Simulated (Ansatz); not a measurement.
**Several settings converged on LaBi₃ (P4mm, 4 atoms in the cell)**

```
LaBi3
1.0
    4.99672     0.00000     0.00000
    0.00000     4.99672     0.00000
    0.00000     0.00000     4.99672
La Bi
1 3
Direct
  0.00000   0.00000   0.01001
  0.50000   0.00000   0.50000
  0.00000   0.50000   0.50000
  0.50000   0.50000   0.00000
```

Base method: PBEsol, default PAW files made with PBE (plane waves; Ansatz, a program for electronic structure).

Base settings: basis.ecutwfc = 30.9 Ry; kpoints.mp_grid.grid = 7 7 7; hamiltonian.xc = pbesol; hamiltonian.pseudopotentials = {kind: paw} (the program's default PAW files); scf.occupations.method = gaussian; scf.occupations.width = 0.0073 Ry.

The count of work is k-points × plane waves × bands × iterations; it is no time. 

**The k-point mesh at a smearing width of 0.05 eV**

In this ladder: scf.occupations.width = 0.0037 Ry.

The second cell is the first with its lattice scaled by 0.98.

Only quantities that move along the ladder and can be compared are tabulated.

| kpoints.mp_grid.grid | free energy less the last step's (meV/atom) | energy of the compressed cell less the first (meV/atom) | pressure (GPa) | largest difference of a force vector from the last step's (eV/Å) | count of work / last |
|---|---|---|---|---|---|
| 3 3 3 | 129.61 | 6.10 | -0.99 | 0.047 | 0.017 |
| 4 4 4 | -6.99 | -6.31 | -2.18 | 0.028 | 0.052 |
| 5 5 5 | 1.60 | -3.08 | -1.92 | 0.009 | 0.052 |
| 6 6 6 | 10.62 | -1.95 | -1.81 | 0.004 | 0.099 |
| 7 7 7 | -8.51 | -3.35 | -1.98 | 0.003 | 0.099 |
| 9 9 9 | 0.04 | -4.55 | -2.04 | 0.004 | 0.22 |
| 11 11 11 | 1.21 | -3.52 | -1.96 | 0.002 | 0.31 |
| 13 13 13 | -2.39 | -3.60 | -1.98 | 0.002 | 0.48 |
| 16 16 16 | 0.00 | -3.32 | -1.95 | 0.000 | 1.0 |

Coarsest kpoints.mp_grid.grid that holds the forces within 0.005 eV/Å of the last step, with all finer ones: 6 6 6, at 0.099 of the last step's count of work; the step before is off by 0.009 eV/Å.

Coarsest kpoints.mp_grid.grid that holds the free energy within 5 meV/atom of the last step, with all finer ones: 9 9 9, at 0.22 of the last step's count of work; the step before is off by 8.5 meV/atom.

Coarsest kpoints.mp_grid.grid that holds the energy of the compressed cell less the first within 1 meV/atom of the last step, with all finer ones: 11 11 11, at 0.31 of the last step's count of work; the step before is off by 1.2 meV/atom.

**The width of Gaussian smearing**

In this ladder: kpoints.mp_grid.grid = 12 12 12.

Narrow widths need finer meshes than wide ones, so the last steps can hold mesh noise.

Only quantities that move along the ladder and can be compared are tabulated; pressure and forces are left out, as mesh noise rules them at narrow widths.

```tsv
scf.occupations.width	free energy less the last step's (meV/atom)	energy extrapolated to zero width less the last step's (meV/atom)
0.0735 Ry	-143.98	12.44
0.0367 Ry	-34.07	-0.24
0.022 Ry	-12.15	-0.26
0.0147 Ry	-5.34	-0.30
0.0073 Ry	-1.15	-0.10
0.0037 Ry	0.00	0.00
```

Widest scf.occupations.width that holds the free energy within 2 meV/atom: not settled: the last two steps still differ by 1.1 meV/atom, over half the tolerance, so the ladder does not show it.

Widest scf.occupations.width that holds the energy extrapolated to zero width within 1 meV/atom of the last step, with all finer ones: 0.0367 Ry; the step before is off by 12 meV/atom.

The extrapolation to zero width removes most of the smearing's effect on the energy.

On the base run: the starting cell comes from a database of computed structures (which also holds hypothetical and non-ambient phases and stackings), without a prior relaxation at this level. Its lattice was rescaled by up to half a per cent. One atom was moved a little off its site on purpose. Ansatz's pressure includes its estimate of the finite-basis (Pulay) stress.

Left out of this page: 2 runs of the series outside the window shown, repeating another row's setting, or not comparable.

Keys are those of Ansatz 0.2.
